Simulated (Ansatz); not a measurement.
**One base run on Li2HfO3 (C2/m, 6 atoms in the cell) and variants with one or two settings moved**

```
Li2HfO3
1.0
    4.74671    -2.06681     0.00000
    4.74671     2.06681     0.00000
   -0.61842     0.00000     3.08397
Li Hf O
2 1 3
Direct
  0.33578   0.33578   0.42138
  0.66422   0.66422   0.57862
  0.00000   0.00000   0.00000
  0.14665   0.14665   0.58916
  0.85335   0.85335   0.41084
  0.50000   0.50000   0.00000
```

Base run A: r2SCAN, default PAW files made with PBE in Ansatz (a program for electronic structure), self-consistent single point.

Its settings: basis.ecutwfc = 500 eV; kpoints.mp_grid.grid = 5 5 6; hamiltonian.xc = r2scan; hamiltonian.pseudopotentials = {kind: paw} (the program's default PAW files); scf.occupations.method = fixed.

The starting cell comes from a database of computed structures (which also holds hypothetical and non-ambient phases and stackings), without a prior relaxation at this level. Spin-orbit coupling is off. Ansatz's pressure includes its estimate of the finite-basis (Pulay) stress.

ΔF is the free energy per atom less that of run A. A dash stands where there is no value to compare (another energy zero or no entropy term, no result, no spin, no clean gap, or a mesh too coarse for one). Total energies depend on the potentials, the functional and any Hubbard or dispersion term, so they are compared only between runs that share all of them.

Run A gave: pressure (GPa) 2.34; largest force (eV/Å) 0.207; gap on the mesh (eV) 4.804; k-points 48; valence electrons 50.

Runs:
- B: scf.convergence.dr2_threshold: default (1e-07 eV) → 1e-10 eV
- C: 3 x 1 x 1 supercell, mesh divided and rounded up; kpoints.mp_grid.grid: 5 5 6 → 2 5 6
- D: kpoints.mp_grid.grid: 5 5 6 → 4 4 4
- E: crystal.symmetry.detect: default → false
- F: magnetization.noncollinear: default → true; magnetization.spin_orbit: default → true [r2SCAN with spin-orbit coupling]
- G: scf.mixing.algorithm: default (the program chose MSR1) → broyden; scf.mixing.ndim: default → 20
- H: scf.mixing.preconditioner: default (the program chose Resta) → kerker; scf.mixing.q_tf: default → 0.5

Q: What does run F change against A?

A: The pressure goes from 2.34 to 2.14 GPa, the largest force goes from 0.207 to 0.189 eV/Å and the gap on the mesh hardly changes (4.804 to 4.802 eV).

| run | ΔF (meV/atom) | pressure (GPa) | largest force (eV/Å) | gap on the mesh (eV) | k-points | valence electrons |
|---|---|---|---|---|---|---|
| A | 0.00 | 2.34 | 0.207 | 4.804 | 48 | 50 |
| B | 0.00 | 2.34 | 0.207 | 4.804 | 48 | 50 |
| C | -0.08 | 2.33 | 0.207 | 4.769 | 32 | 150 |
| D | 1.72 | 2.38 | 0.211 | 4.771 | 24 | 50 |
| E | 0.00 | 2.34 | 0.207 | 4.804 | 76 | 50 |
| F | – | 2.14 | 0.189 | 4.802 | 48 | 50 |
| G | 0.00 | 2.34 | 0.207 | 4.804 | 48 | 50 |
| H | 0.00 | 2.34 | 0.207 | 4.804 | 48 | 50 |

Keys are those of Ansatz 0.2.
